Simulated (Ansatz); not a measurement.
Base system: La in the diamond structure (space group Fd-3m, No. 227; a = 6.688 Å; a hypothetical phase, not in the database extracts checked; relaxed with 0.1 eV smearing). Axes: x, y, z lie along the cube axes.

(Cell as relaxed with PBE.)

Levels (all Ansatz, a program for electronic structure, PAW): PBE (420 eV, no spin-orbit coupling); PBEsol (420 eV, without spin-orbit coupling).

Each level relaxes its own structure.

```
base                         PBE       PBEsol
-------------------  -----------  -----------
volume per atom         37.39 Å³     35.43 Å³
lattice parameter a  12.638 bohr  12.413 bohr
band gap                    zero         zero
```

Now apply this change: uniaxial strain ε_yy = −2.50 %, all other strain components held at zero, atoms relaxed at fixed cell.

```csv
quantity,PBE,PBEsol
energy relative to the base (free energy F),+3.0 meV/atom,+3.7 meV/atom
"pressure (mean of the normal stresses, compression positive)",1.2 GPa,1.4 GPa
band gap,zero,zero
shortest interatomic distance,5.427 bohr,5.331 bohr
```

PBE's energy relative to the base lies 0.7 meV/atom below PBEsol's; PBE's pressure lies 0.28 GPa below PBEsol's; PBE's shortest interatomic distance lies 0.0967 bohr above PBEsol's (1.8 %); the two agree on the band gap. Neither level is exact; PBEsol is the comparison here, not a measurement.

Whether these cells are dynamically stable was not tested.
